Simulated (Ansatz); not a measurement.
An input for Ansatz (LDA) and the part of its output that reports the quasi-harmonic study. Lengths are of the primitive cell. The cell was generated from a structure type, relaxed within its symmetry, and need not be the phase found at ambient conditions. Dynamical quadrupoles are not included in the interpolation of the phonons between the solved wave vectors.

Ansatz 0.2 input:
```yaml
crystal:
  lattice:
    - [0.0, 3.0040559272, 3.0040559272]
    - [3.0040559272, 0.0, 3.0040559272]
    - [3.0040559272, 3.0040559272, 0.0]
  atoms:
    - { symbol: Se, position: [0.25, 0.25, 0.25] }
    - { symbol: Cd, position: [0.0, 0.0, 0.0] }
kpoints:
  mp_grid: { grid: [10, 10, 10] }
hamiltonian:
  xc: lda
  pseudopotentials: { kind: paw }
scf:
  occupations: { method: fixed }
phonons:
  method: dfpt
  qmesh: [5, 5, 5]
  temperatures: { t_max: 1000, t_step: 25 }
  thermal_expansion: {}
checkpoint:
  write: run
```

```
--- Thermal expansion: 10 cells in 3 rounds, 0 GPa ---
  no lower state was reached at cell 4
  without vibrations: a 4.24802, b 4.24802, c 4.24802 Å, V 54.2056 Å³, B 57.96 GPa
  at 0 K: a 4.25230, b 4.25230, c 4.25230 Å, V 54.3695 Å³, B 57.23 GPa
  zero-point expansion: a +0.101, b +0.101, c +0.101, V +0.302 %
      T/K        a/Å        b/Å        c/Å       V/Å³ | expansion of a, b, c, V (1e-6/K)   | that of V in the mean from 25 °C | C_P, C_V (J/mol K of the cell) | B_T, B_S (GPa)
     0.00    4.25230    4.25230    4.25230    54.3695 |    0.00    0.00    0.00    0.00 |    3.32 |     0.000     0.000 |    57.23    57.23
   100.00    4.25150    4.25150    4.25150    54.3390 |    0.32    0.32    0.32    0.95 |    7.83 |    36.838    36.838 |    56.34    56.34
   200.00    4.25231    4.25231    4.25231    54.3701 |    2.89    2.89    2.89    8.66 |    9.99 |    45.872    45.845 |    54.91    54.94
   298.15    4.25370    4.25370    4.25370    54.4234 |    3.67    3.67    3.67   11.01 |       - |    48.055    47.991 |    53.48    53.55
   375.00    4.25496    4.25496    4.25496    54.4719 |    4.02    4.02    4.02   12.07 |   11.58 |    48.769    48.675 |    52.36    52.46
   475.00    4.25675    4.25675    4.25675    54.5406 |    4.37    4.37    4.37   13.12 |   12.17 |    49.265    49.128 |    50.93    51.07
   575.00    4.25868    4.25868    4.25868    54.6148 |    4.68    4.68    4.68   14.05 |   12.70 |    49.557    49.372 |    49.52    49.71
   675.00    4.26074    4.26074    4.26074    54.6940 |    4.98    4.98    4.98   14.94 |   13.19 |    49.759    49.520 |    48.14    48.37
   775.00    4.26292    4.26292    4.26292    54.7782 |    5.28    5.28    5.28   15.84 |   13.67 |    49.919    49.619 |    46.78    47.07
  the static fit leaves 0.001 meV an atom of the energies and, of the stresses, 0.000 GPa of each cell's largest along a strain (root mean squares over the cells), whose Pulay part it has at -0.012 GPa
  vibrations' free energy: its fit passes through its cells
  the electrons' free energy at temperature is in it; its fit leaves 0.0000 meV an atom at the most
  free energies summed between the sampled wave vectors
  estimated error of the fitted expansion in any direction: up to 0.042e-6/K, at 1000 K, with few degrees of freedom (an estimate, not a bound: it was exceeded on models of known expansion)
  by sums over the sampled wave vectors an expansion of the volume parts by up to 0.54e-6/K
  by a static energy of one degree less an expansion of the volume parts by up to 0.01e-6/K
  band gaps on the cells' k-points are 0.342 to 0.464 eV
```

Warnings of the run: completed_step_reentered, occupations_restored, phonon_interpolation_lacks_quadrupole_term, relax_continuation, seed_accepted, thermal_expansion_settings, resumed_after_interruption.

No phase change or melting is allowed for: the numbers belong to this structure as given.

The PAW data sets were generated under PBE and serve the other functionals too.

Ansatz is an electronic-structure program.
